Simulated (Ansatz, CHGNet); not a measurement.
For TiSi₂ (Fddd, No. 70), the machine-learned potential CHGNet 0.3.0 (trained on PBE and PBE+U data) gives:

```
Property                           Value
-------------------------  -------------
volume per atom            14.16 Å³/atom
polycrystal shear modulus       36.7 GPa
```

Task: What does r²SCAN (plane waves, PAW; Ansatz, a first-principles code) give for the same quantities?

Result: 
- equilibrium volume per atom: 13.97 Å³/atom (drops by 1.3 %)
- Voigt–Reuss–Hill shear modulus: 124 GPa (goes up by 240 %)

For comparison: equilibrium volume per atom 14.14 Å³/atom (measured, temperature not stated, not corrected to a static lattice; as tabulated in W. Jeitschko, Acta Crystallographica B 33, 2347 (1977)).

Changes are worked out from the printed values.

Unless a cell is named, each level is at its own relaxed cell (CHGNet 0.3.0 14.16, r²SCAN 13.97 Å³/atom).

The crystal itself was run without spin with r²SCAN; a magnetic state was not tried in these runs.

Ansatz's density-functional and Hartree–Fock values are scalar-relativistic unless marked +SOC, with PAW data made under PBE.
